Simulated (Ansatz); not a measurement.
## Response to strain in TiAl

Consider TiAl (space group P4/mmm, No. 123; a = 2.8127 Å, c = 4.0619 Å; relaxed with 0.1 eV smearing). Axes: x, y, z lie along a, b, c of the conventional cell.

Strains are applied to the cell and any free atomic positions relax; under biaxial strain the out-of-plane vector relaxes too.

Computed with r2SCAN in Ansatz (plane waves to 500 eV, PAW, scalar-relativistic without spin-orbit coupling), earlier PAW set.

Notes on the quantities. pressure: mean of the normal stresses, compression positive.

```csv
case,pressure,shortest interatomic distance,space group
base,0.0 GPa,5.315 bohr,P4/mmm (No. 123)
"biaxial strain −4.36 %, plane normal [001], relaxed out of plane",6.4 GPa,5.083 bohr,P4/mmm (No. 123)
"biaxial strain −2.66 %, plane normal [001], relaxed out of plane",3.7 GPa,5.174 bohr,P4/mmm (No. 123)
"biaxial strain −0.72 %, plane normal [001], relaxed out of plane",0.9 GPa,5.277 bohr,P4/mmm (No. 123)
"biaxial strain +1.75 %, plane normal [001], relaxed out of plane",-2.0 GPa,5.371 bohr,P4/mmm (No. 123)
"biaxial strain +2.58 %, plane normal [001], relaxed out of plane",-2.8 GPa,5.368 bohr,P4/mmm (No. 123)
"biaxial strain +3.37 %, plane normal [001], relaxed out of plane",-3.4 GPa,5.363 bohr,P4/mmm (No. 123)
isotropic strain +0.81 %,-2.8 GPa,5.358 bohr,P4/mmm (No. 123)
uniaxial strain ε_xx = +0.94 %,-1.1 GPa,5.315 bohr,Pmmm (No. 47)
tensor shear ε_yz = −3.64 %,0.8 GPa,5.234 bohr,P2/m (No. 10)
```

Stability against distortions was not tested. All final runs are without spin polarisation.

Ansatz is an electronic-structure program.
